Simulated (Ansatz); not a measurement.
BeSe, response to strain

The reference is BeSe in the zinc blende structure (space group F-43m, No. 216; a = 5.129 Å). Axes: x, y, z lie along the cube axes.

Strains are applied to the cell and any free atomic positions relax; under biaxial strain the out-of-plane vector relaxes too; under stress the whole cell relaxes.

Calculations: Ansatz (an electronic-structure program) PBEsol, no SOC, earlier PAW set.

Notes on the quantities. energy relative to the base: free energy F; pressure: mean of the normal stresses, compression positive.

| case | shortest interatomic distance | band gap | energy relative to the base | gap character | pressure |
|---|---|---|---|---|---|
| base | 2.221 Å | 2.47 eV | 0 meV/atom | indirect, Γ → X | 0.00 GPa |
| biaxial strain −3.08 %, plane normal [001], relaxed out of plane | 2.194 Å | 2.14 eV | +15 meV/atom | indirect, Γ → X | 3.26 GPa |
| biaxial strain +2.77 %, plane normal [111], relaxed out of plane | 2.221 Å | 2.37 eV | … | indirect, Γ → F | -3.13 GPa |
| biaxial strain +4.20 %, plane normal [111], relaxed out of plane | 2.220 Å | 2.33 eV | +32 meV/atom | indirect, Γ → F | -4.47 GPa |
| isotropic strain −1.99 % | 2.177 Å | 2.33 eV | +16 meV/atom | indirect, Γ → X | 5.38 GPa |
| isotropic strain −0.91 % | 2.201 Å | 2.40 eV | +3.2 meV/atom | indirect, Γ → X | 2.30 GPa |
| isotropic strain +0.61 % | 2.234 Å | 2.51 eV | +1.4 meV/atom | indirect, Γ → X | -1.40 GPa |
| isotropic strain +5.35 % | 2.340 Å | 2.76 eV | +93 meV/atom | indirect, Γ → X | -9.17 GPa |
| tensor shear ε_xy = −3.99 % | 2.191 Å | 1.92 eV | +23 meV/atom | indirect, Γ → X | 0.28 GPa |
| uniaxial stress, 5 GPa tension along x | … | 2.27 eV | +12 meV/atom | indirect, Γ → X | – |

Question: Complete the table.

Answer: 
- biaxial strain +2.77 %, plane normal [111], relaxed out of plane, energy relative to the base: +14 meV/atom
- uniaxial stress, 5 GPa tension along x, shortest interatomic distance: 2.239 Å

Stability under load was not tested beyond the relaxation. k-point labels follow each cell's own Brillouin zone.
